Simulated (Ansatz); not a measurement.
Consider AlRu in the CsCl type structure (space group Pm-3m, No. 221; relaxed with 0.1 eV smearing).

```
CELL_PARAMETERS angstrom
      2.98315     0.00000     0.00000
      0.00000     2.98315     0.00000
      0.00000     0.00000     2.98315
ATOMIC_POSITIONS crystal
  Al 0.50000 0.50000 0.50000
  Ru 0.00000 0.00000 0.00000
```

The values are results of r2SCAN/PAW in Ansatz (a program for electronic structure), scalar-relativistic without spin-orbit coupling, not measurements.

Strains are applied to the cell and any free atomic positions relax.

One change was made to it. Results:

| quantity | base | after |
|---|---|---|
| energy relative to the base (free energy F) | 0 meV/atom | +67 meV/atom |
| pressure | 0.0 GPa | -16.1 GPa |

**Question.** What was done to the base?
A) isotropic strain +3.00 %
B) isotropic strain +1.00 %
C) isotropic strain +1.50 %

**Answer.** A, isotropic strain +3.00 %. For comparison, the energy relative to the base in the other runs: isotropic strain +1.00 % gives +7.9 meV/atom; isotropic strain +1.50 % gives +18 meV/atom.

No phonon test of stability was made. All final runs are without spin polarisation.
